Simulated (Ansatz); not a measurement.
SnS with two functionals, uniaxial strain ε_yy = +0.29 %

Base system: SnS in the GeS type structure (space group Pnma, No. 62; a = 11.1555 Å, b = 3.9999 Å, c = 4.2608 Å). Axes: x, y, z lie along a, b, c of the conventional cell.

(Cell as relaxed with PBE-D3(BJ).)

Levels (all Ansatz, an electronic-structure program, PAW, earlier PAW set): PBE-D3(BJ) (420 eV, no SOC); PBEsol-D3(BJ) (420 eV, scalar-relativistic without spin-orbit coupling).

Each level relaxes its own structure.

```tsv
base	PBE-D3(BJ)	PBEsol-D3(BJ)
volume per atom	23.77 Å³	22.17 Å³
band gap	0.70 eV	0.30 eV
```

Perturbation: the cell is stretched by 0.29 % along y with no lateral relaxation, atoms relaxed at fixed cell.

```json
[
 {"quantity": "pressure (mean of the normal stresses, compression positive)", "PBE-D3(BJ)": "-0.13 GPa", "PBEsol-D3(BJ)": "-0.17 GPa"},
 {"quantity": "band gap", "PBE-D3(BJ)": "0.73 eV", "PBEsol-D3(BJ)": "0.34 eV"},
 {"quantity": "smallest direct gap", "PBE-D3(BJ)": "0.86 eV", "PBEsol-D3(BJ)": "0.78 eV"}
]
```

PBE-D3(BJ)'s band gap lies 0.39 eV above PBEsol-D3(BJ)'s; PBE-D3(BJ)'s smallest direct gap lies 0.08 eV above PBEsol-D3(BJ)'s. Neither level is exact; PBEsol-D3(BJ) is the comparison here, not a measurement.

No phonon test of stability was made. The zero or small gap of SnS can change with the level of theory.
